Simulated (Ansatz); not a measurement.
The starting structures come from a database of crystals and need not be the phases stable at ambient conditions.

Tunnelling through a barrier is set by its complex band structure: the current falls as exp(−2κd) with the smallest κ.

Data:

```
CELL_PARAMETERS angstrom
      3.14528     0.00000     0.00000
      0.00000     5.09689     0.00000
      1.57264     0.00000     2.64218
ATOMIC_POSITIONS crystal
  Al 0.00000 0.00074 0.00000
  Ga 0.66667 0.50283 0.66667
  N  0.66667 0.88820 0.66667
  N  0.00000 0.37184 0.00000
```

Space group of this cell: Cm. The cell is strained (lengths along the current scaled by 0.97, ions clamped); by r2SCAN its mean pressure is 6.4 GPa.

Transport runs along the normal of the first two printed cell vectors.

The gap is the functional's own, uncorrected, and κ follows it; spin-orbit coupling is left out. Mid-gap values are interpolated between the computed energies.

Problem. Give the band gap and the smallest decay constant κ at mid-gap that Ansatz (a quantum-chemistry and plane-wave program) with r2SCAN yields.

Solution. Gap 3.47 eV on a 12×6×12 mesh; κ = 0.234 1/Å, at the zone centre.
